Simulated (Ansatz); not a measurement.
## Smallest direct gap on the k points sampled of BeS (model structure, from the NiAs type, P6₃/mmc, No. 194) at several levels of theory

No measured value is used here.

| level (code) | value (eV) | cell (Å³/atom) |
|---|---|---|
| LDA (Ansatz) | 3.41 | 11.79 |
| PBE (Ansatz) | 3.41 | 12.37 |
| PBE-D3(BJ) (Ansatz) | [?] | 11.86 |
| r²SCAN (Ansatz) | 4.04 | 12.39 |
| r²SCAN+rVV10 (Ansatz) | 4.04 | 12.32 |

**Question.** Complete the blanks.

**Answer.** 
- PBE-D3(BJ) (Ansatz, a quantum-chemistry and plane-wave program), value (eV): 3.49

Computed values are for a static lattice.  Each level is taken at its own relaxed cell. Cutoffs differ between the levels. Ansatz's density-functional and Hartree–Fock values are scalar-relativistic unless marked +SOC, with PAW data made under PBE.

A model structure was made by putting elements into a prototype or built by hand; it is no filed structure, need not be a known phase, and can be a saddle point held by its symmetry.
